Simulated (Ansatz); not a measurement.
**Response to strain in BaTiO3**

Base system: BaTiO3 in the cubic perovskite structure (space group Pm-3m, No. 221; a = 3.970 Å).

Strains are applied to the cell and any free atomic positions relax.

Calculations: PBEsol in Ansatz (plane waves to 420 eV, PAW, no spin-orbit coupling).

```tsv
isotropic strain (%)	band gap (eV)
-1.78	1.92
-0.36	?
0	1.82
3.45	1.61
4.28	1.56
```

Fit E_g = E₀ + Dε (ε in %) to the rows shown and predict the withheld row.

Least squares on the printed values gives E₀ = 1.82 eV, D = -59.7 meV per % of strain (largest residual 0.00 eV); this predicts 1.84 eV, and the run gives 1.84 eV, in agreement.

Whether these cells are dynamically stable was not tested. The final runs are not spin-polarised. Many cubic perovskites are stable only at high temperature; tilts and polar distortions were not tested. This is not the structure that BaTiO3 has at room temperature and ambient pressure.

Ansatz is a quantum-chemistry and plane-wave program.
